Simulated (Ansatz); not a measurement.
**Effect of biaxial strain −1.67 %, plane normal [111], relaxed out of plane on Au**

Base system: Au in the fcc (Cu type) structure (space group Fm-3m, No. 225; a = 4.083 Å; relaxed with 0.1 eV smearing). Axes: x, y, z lie along the cube axes.

It is then changed as follows: compressive biaxial strain of 1.67 % in the plane normal to [111], as in epitaxy on a mismatched substrate; the out-of-plane cell vector and the atoms relax.

The values are results of PBEsol (Ansatz, a quantum-chemistry and plane-wave program, PAW, scalar-relativistic without spin-orbit coupling), not measurements. Settings: 28×28×28 k-points, 0.1 eV Fermi–Dirac smearing.

```json
[
 {"quantity": "space group", "base": "Fm-3m (No. 225)", "changed": "R-3m (No. 166)", "shift": "–"},
 {"quantity": "shortest interatomic distance", "base": "2.887 Å", "changed": "2.839 Å", "shift": "-0.048 Å"},
 {"quantity": "energy relative to the base (free energy F)", "base": "0 meV/atom", "changed": "+5.9 meV/atom", "shift": "+5.9 meV/atom"},
 {"quantity": "pressure (mean of the normal stresses, compression positive)", "base": "0.0 GPa", "changed": "2.3 GPa", "shift": "+2.3 GPa"},
 {"quantity": "band gap", "base": "zero", "changed": "zero", "shift": "–"},
 {"quantity": "out-of-plane strain", "base": "–", "changed": "+2.31 %", "shift": "–"},
 {"quantity": "ratio −ε⊥/ε∥", "base": "–", "changed": "1.38", "shift": "–"},
 {"quantity": "mean in-plane stress (compression positive)", "base": "–", "changed": "+3.4 GPa", "shift": "–"}
]
```

Final structure (turned so that z lies along the plane normal):

```
Au
1.0
    2.83888     0.00000     0.00000
    1.41944     2.45854     0.00000
    1.41944    -0.81951     2.41165
Au
1
Cartesian
  0.00000   0.00000   0.00000
```

Whether these cells are dynamically stable was not tested.
